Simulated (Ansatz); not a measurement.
# A computed series for LiF: pressure series

The parent structure is LiF in the rock salt structure (space group Fm-3m, No. 225).

```xyz
2
Lattice="0.0000 2.0039 2.0039 2.0039 0.0000 2.0039 2.0039 2.0039 0.0000" Properties=species:S:1:pos:R:3 pbc="T T T"
Li     0.0000     0.0000     0.0000
F      2.0039     2.0039     2.0039
```

Cell and atoms are relaxed at each pressure.

Level of theory: PBEsol in Ansatz (plane waves to 420 eV, PAW, without spin-orbit coupling).

```tsv
change	band gap	electron mass	shortest interatomic distance
base	9.05 eV	0.88 mₑ (at Γ)	2.004 Å
pressure −2 GPa	8.79 eV	0.87 mₑ (at Γ)	2.024 Å
pressure −1 GPa	8.93 eV	0.88 mₑ (at Γ)	2.013 Å
pressure 0.3 GPa	9.09 eV	0.89 mₑ (at Γ)	2.001 Å
pressure 0.7 GPa	9.13 eV	0.89 mₑ (at Γ)	1.998 Å
pressure 1.5 GPa	9.23 eV	0.90 mₑ (at Γ)	1.991 Å
pressure 3 GPa	9.40 eV	0.91 mₑ (at Γ)	1.978 Å
pressure 7.5 GPa	9.87 eV	0.95 mₑ (at Γ)	1.947 Å
pressure 10 GPa	10.11 eV	0.97 mₑ (at Γ)	1.932 Å
```

Load acts through the strain it causes; cell and atoms are relaxed under it. Effective masses come from finite differences of ±0.01 Å⁻¹. Whether these cells are dynamically stable was not tested. Competing high-pressure phases were not computed.

Ansatz is an electronic-structure program.
